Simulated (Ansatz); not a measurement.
A computed series for RuSi: element substitutions

The parent structure is RuSi (space group P2_13, No. 198; a = 4.7064 Å).

Each row replaces one element on all its sites; cell and atoms are relaxed.

Method: r2SCAN (Ansatz, an electronic-structure program; PAW; 500 eV plane waves; no spin-orbit coupling), earlier PAW set.

```tsv
case	volume per atom	space group
base	13.03 Å³	P2_13 (No. 198)
Si → Cu	12.92 Å³	P2_13 (No. 198)
Ru → Co	10.52 Å³	P2_13 (No. 198)
Ru → C	[?]	[?]
```

Task: What belongs in the blanks?

Result: 
- Ru → C, volume per atom: 8.17 Å³
- Ru → C, space group: Fm-3m (No. 225)

No phonon test of stability was made. As relaxed here, CuRu and SiC are hypothetical phases, not in the database extracts checked. Seeded moments were not kept for Ru → Co. All final runs are without spin polarisation. CuRu has a high density of states at the Fermi level and may be magnetic at this level.
